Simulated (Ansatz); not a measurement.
Defect: O vacancy in monoclinic HfO2 with all lengths changed by -1 %, charge state +2. The step: one O atom jumps into the vacancy from a nearby O site; the atom moves 1.83 Å along (-0.06, 0.35, -0.02) of the unit cell; the moving atom starts with neighbours Hf at 2.08, Hf at 2.14, Hf at 2.30, Hf at 2.56; O at 2.53, O at 2.70 Å and ends with Hf at 2.08, Hf at 2.14, Hf at 2.30, Hf at 2.56; O at 2.53, O at 2.70 Å. DFT values are from Ansatz (plane-wave PAW, 420 eV unless said) in a cell of 96 host sites, spin-restricted, static, with no finite-size correction. The charge state is imposed; whether it is stable for some Fermi level was not computed. Forms of the defect that were not tried may lie lower. The start lies 0.73 eV above the lowest site run (PBE). For the PBE band: the saddle point's order was not checked, and it lies on a symmetry element of the cell, where a band can be held.

```
Level                                                              Forward barrier (eV)  Cost of the band or of the saddle's single point
-----------------------------------------------------------------  --------------------  ------------------------------------------------
CHGNet universal potential (has no charge state), its own band                     0.46                                                 -
PBE, the Γ point alone, band relaxed                                               0.35                      very roughly 30 core-minutes
PBE, a 2×2×2 k-point mesh shifted by half a step, same geometries                  0.36                      very roughly 16 core-minutes
```

Ansatz is a program for electronic structure.
